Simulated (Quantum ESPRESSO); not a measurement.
A self-consistent single point of Ba₂Cd₂Sb₃ (C2/m, 14 atoms in the cell) with Quantum ESPRESSO.

Computed with LDA (PZ), GBRV 1.5 ultrasoft (LDA) pseudopotentials (plane waves; Quantum ESPRESSO).

```xyz
14
Lattice="9.1638 -2.4439 0.0000 9.1638 2.4439 0.0000 -8.1157 0.0000 10.8667" Properties=species:S:1:pos:R:3 pbc="T T T"
Ba    -0.5360     0.0000     7.2014
Ba    10.7478     0.0000     3.6654
Ba     6.8459     0.0000     0.6061
Ba     3.3659     0.0000    10.2606
Cd    -1.7654     0.0000     3.3747
Cd    11.9772     0.0000     7.4921
Cd     4.6825     0.0000     3.7602
Cd     5.5293     0.0000     7.1065
Sb     0.4521     0.0000     1.3571
Sb     9.7597     0.0000     9.5096
Sb    -3.6879     0.0000     8.7194
Sb    13.8997     0.0000     2.1474
Sb     2.7121     0.0000     5.9012
Sb     7.4997     0.0000     4.9656
```

Reference input (self-consistent single point, DFT, LDA (PZ), plane waves, GBRV 1.5 ultrasoft (LDA) pseudopotentials): ecutwfc = 40 Ry; ecutrho = 200 Ry; occupations = smearing; smearing = fd; degauss = 0.0073499 Ry; potentials = {Ba: ba_lda_v1.uspp.F.UPF, Cd: cd_lda_v1.uspp.F.UPF, Sb: sb_lda_v1.4.uspp.F.UPF}; K_POINTS = automatic 4 4 2 0 0 0; conv_thr = 1e-10 Ry. This run's input differs from it in these lines:

```diff
@@ -12,4 +12,4 @@
  ntyp = 3,
- ecutwfc = 40,
- ecutrho = 200,
+ ecutwfc = 32,
+ ecutrho = 160,
  occupations = 'smearing',
```

Log, with long lists cut:

```
     Self-consistent Calculation

     iteration #  1     ecut=    32.00 Ry     beta= 0.70

     negative rho (up, down):  4.430E-01 0.000E+00

     total energy              =   -1846.00774731 Ry
     estimated scf accuracy    <       3.98929664 Ry

     iteration #  2     ecut=    32.00 Ry     beta= 0.70

     negative rho (up, down):  4.454E-01 0.000E+00

     total energy              =   -1847.22651979 Ry
     estimated scf accuracy    <       1.15157307 Ry

     iteration #  3     ecut=    32.00 Ry     beta= 0.70

     negative rho (up, down):  4.457E-01 0.000E+00

     total energy              =   -1847.44200790 Ry
     estimated scf accuracy    <       0.24950782 Ry

   [... 9 blocks of this kind left out ...]

     iteration # 13     ecut=    32.00 Ry     beta= 0.70

     negative rho (up, down):  4.453E-01 0.000E+00

     total energy              =   -1847.51145166 Ry
     estimated scf accuracy    <          5.6E-10 Ry

     iteration # 14     ecut=    32.00 Ry     beta= 0.70

     negative rho (up, down):  4.453E-01 0.000E+00
     End of self-consistent calculation

     the Fermi energy is     8.2396 ev

!    total energy              =   -1847.51145166 Ry
     estimated scf accuracy    <          6.2E-11 Ry
     smearing contrib. (-TS)   =      -0.00344936 Ry
     internal energy E=F+TS    =   -1847.50800230 Ry

     convergence has been achieved in  14 iterations

     negative rho (up, down):  4.453E-01 0.000E+00

     Forces acting on atoms (cartesian axes, Ry/au):

     atom    1 type  1   force =    -0.00075403    0.00000000   -0.00240177
     atom    2 type  1   force =     0.00075403    0.00000000    0.00240177
     atom    3 type  1   force =    -0.00029141    0.00000000    0.00451957
     atom    4 type  1   force =     0.00029141   -0.00000000   -0.00451957
     atom    5 type  2   force =     0.00044342    0.00000000   -0.00195143
   [... lines left out ...]
     Total force =     0.012749     Total SCF correction =     0.000043
   [... lines left out ...]

     negative rho (up, down):  4.453E-01 0.000E+00
          total   stress  (Ry/bohr**3)                   (kbar)     P=      -68.69
  -0.00047280   0.00000000   0.00000284          -69.55        0.00        0.42
   0.00000000  -0.00046195   0.00000000            0.00      -67.96        0.00
   0.00000284   0.00000000  -0.00046601            0.42        0.00      -68.55

   JOB DONE.
```

The run converged in 14 iterations. Against the reference run the free energy goes up by 80.4 meV/atom, the pressure goes from -3.27 to -6.87 GPa and the largest force hardly changes (0.127 to 0.129 eV/Å).

The starting cell comes from a database of computed structures (which also holds hypothetical and non-ambient phases and stackings), without a prior relaxation at this level. The run gives no clean gap (levels at the Fermi energy touch, overlap or are partly filled at this smearing), which alone does not show that the compound is a metal.

Cost on one core of a shared machine: roughly 20 min.
